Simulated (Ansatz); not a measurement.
Consider Si in the diamond structure (space group Fd-3m, No. 227).

```yaml
crystal:
  lattice:
    - [0.00000, 2.71688, 2.71688]
    - [2.71688, 0.00000, 2.71688]
    - [2.71688, 2.71688, 0.00000]
  atoms:
    - { symbol: Si, position: [0.00000, 0.00000, 0.00000] }
    - { symbol: Si, position: [0.25000, 0.25000, 0.25000] }
```

Cartesian axes are those of the cell as printed.

Computed with PBEsol (Ansatz, a program for electronic structure; PAW; 420 eV plane waves; no spin-orbit coupling).

Strains are applied to the cell and any free atomic positions relax.

One change was made to it. Results:

The valence-band top at Γ (three highest levels, from the VBM) becomes 0.00, 0.00, -0.14 eV (base: 0.00, 0.00, 0.00 eV); the energy rises by 3.9 meV/atom.

### Question
Which change produced these results?
(A) uniaxial strain ε_zz = −3.00 %
(B) uniaxial strain ε_zz = +2.00 %
(C) uniaxial strain ε_zz = −1.00 %
(D) uniaxial strain ε_zz = −1.50 %
(E) uniaxial strain ε_zz = +1.00 %

### Answer
B, uniaxial strain ε_zz = +2.00 %. For comparison, the valence-band top at Γ in the other runs: uniaxial strain ε_zz = −3.00 % gives 0.00, -0.21, -0.21 eV; uniaxial strain ε_zz = +1.00 % gives 0.00, 0.00, -0.07 eV; uniaxial strain ε_zz = −1.50 % gives 0.00, -0.11, -0.11 eV; uniaxial strain ε_zz = −1.00 % gives 0.00, -0.07, -0.07 eV.

The levels and masses belong to the bands next to the band gap. Whether these cells are dynamically stable was not tested.
